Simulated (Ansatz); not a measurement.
Consider the following.

```
CsPbCl3
1.0
    5.59683     0.00000     0.00000
    0.00000     5.59683     0.00000
    0.00000     0.00000     5.59683
Cs Pb Cl
1 1 3
Direct
  0.00000   0.00000   0.00000
  0.50000   0.50000   0.50000
  0.50000   0.00000   0.50000
  0.00000   0.50000   0.50000
  0.50000   0.50000   0.00000
```

No spin polarisation.

Level of theory: Ansatz (an electronic-structure program), PBEsol, PAW, cutoff 420 eV, scalar-relativistic without spin-orbit coupling. k-mesh 6×6×6 (Γ-centred); smearing 0.05 eV (Fermi–Dirac).

**Question.** Predict the electron mass (degenerate bands, along [100]).

**Answer.** 0.10, 0.81, 0.81 mₑ (at R).

**Question.** What is the computed band gap?

**Answer.** 1.78 eV.

**Question.** Estimate the gap character.

**Answer.** Direct at R.

**Question.** What is the computed hole mass?

**Answer.** 0.17 mₑ (at R).

With Pb present, leaving out spin-orbit coupling can change the band edges. Load acts through the strain it causes; cell and atoms are relaxed under it. Effective masses come from finite differences of ±0.01 Å⁻¹. Whether these cells are dynamically stable was not tested. The cell was made from CsPbCl3 in the cubic perovskite structure (space group Pm-3m, No. 221) by this change: pressure 0.3 GPa. Many cubic perovskites are stable only at high temperature; tilts and polar distortions were not tested. This is not the structure that CsPbCl3 has at room temperature and ambient pressure.
